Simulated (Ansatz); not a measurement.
**A computed series for W: response to strain**

The parent structure is W in the bcc (W type) structure (space group Im-3m, No. 229; a = 3.135 Å; relaxed with 0.1 eV smearing).

Strains are applied to the cell and any free atomic positions relax.

The values are results of Kohn–Sham DFT with the LDA functional, run in Ansatz (an electronic-structure program) with PAW and 420 eV plane waves, no SOC, not measurements.

Notes on the quantities. energy relative to the base: free energy F.

```csv
isotropic strain (%),energy relative to the base (meV/atom)
-3,143.8
-2.5,98.3
0,0.0
0.5,3.6
1,?
1.5,31.1
2,54.5
2.5,83.8
3,118.9
```

Q: Fit ΔE = Aε² + Bε³ (ε in %) to the rows shown and predict the withheld row.

A: Least squares on the printed values gives A = 14.6 and B = -0.46 meV/atom (largest residual 0.1 meV/atom); this predicts 14.1 meV/atom, and the run gives 14.1 meV/atom, in agreement.

Stability against distortions was not tested. The final runs are not spin-polarised.
